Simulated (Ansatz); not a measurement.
The starting structures come from a database of crystals and need not be the phases stable at ambient conditions.

 Where the default PAW files enter, the runs use the earlier of Ansatz's two default sets.

Tunnelling through a barrier is set by its complex band structure: the current falls as exp(−2κd) with the smallest κ.

```
CoP2
1.0
    5.51439     0.00000     0.00000
    0.00000     5.51960     0.00000
    2.29966     0.00000     5.08695
Co P
4 8
Direct
  0.72821   0.50188   0.78781
  0.27179   0.49812   0.21219
  0.27179   0.00188   0.71219
  0.72821   0.99812   0.28781
  0.84202   0.12623   0.86763
  0.15798   0.87377   0.13237
  0.15798   0.62623   0.63237
  0.84202   0.37377   0.36763
  0.66063   0.62737   0.18177
  0.33937   0.37263   0.81823
  0.33937   0.12737   0.31823
  0.66063   0.87263   0.68177
```

Space group of this cell: P2_1/c. The cell is taken as given.

Transport runs along the normal of the first two printed cell vectors.

The gap is the functional's own. No spin-orbit coupling. Mid-gap values are interpolated on the energy grid.

### Question
Compute, with r2SCAN (Ansatz, an electronic-structure program), the band gap and the smallest decay constant κ at mid-gap.

### Answer
Gap 0.56 eV on a 6×6×6 mesh; κ = 0.151 1/Å, at (0.167, 0.000) of the in-plane reciprocal vectors. At the zone centre, at the nearest computed energy, the slowest state has κ = 0.17 1/Å.
